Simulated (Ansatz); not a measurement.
Take MoS$_{2}$ in the 3R-MoS2 type structure (space group R3m, No. 160; layered, stacked along the Cartesian z axis) as the base.

MoS₂ has the trigonal space group R3m, hexagonal axes (No. 160), Pearson symbol hR3. Cell: a = 3.1532 Å, b = 3.1532 Å, c = 17.9937 Å, α = 90.00°, β = 90.00°, γ = 120.00°. Mo on 3a has 6 S at 2.399 Å (trigonal prismatic). S1 on 3a is surrounded by 3 Mo at 2.399 Å (trigonal pyramidal). S2 on 3a is coordinated by 3 Mo at 2.400 Å (trigonal pyramidal). (Neighbours: up to the widest gap in distance over summed covalent radii, below 1.35, at either atom; cation-cation and far metal-metal contacts left out.)
(The calculation used a cell of 3 atoms; values per cell refer to that cell.)

Method: plane-wave PAW DFT at the PBE-D3(BJ) level (Ansatz, an electronic-structure program, 420 eV), no spin-orbit coupling, earlier PAW set.

Base values:

The c/a ratio is 5.706. The volume per atom is 17.22 Å³. The gap character is indirect, T → Γ–S₀ (56 % along), the band gap is 0.77 eV and the smallest direct gap is 1.77 eV.

It is then changed as follows: cell and atoms relaxed at a pressure of 3 GPa.

Task: How does this affect the c/a ratio?

Result: The c/a ratio decreases by 0.1595 (5.706 → 5.547).

Task: Predict the new volume per atom.

Result: The volume per atom falls by 0.84 Å³ (17.22 Å³ → 16.38 Å³).

Task: How does this affect the gap character?

Result: The gap character remains indirect, T → Γ–S₀ (56 % along).

Task: Predict the new band gap.

Result: The band gap shrinks by 0.22 eV, from 0.77 eV to 0.55 eV.

Task: What does the calculation give for the smallest direct gap after the change?

Result: The smallest direct gap rises by 0.06 eV, from 1.77 eV to 1.83 eV.

Load acts through the strain it causes; cell and atoms are relaxed under it. Whether these cells are dynamically stable was not tested.
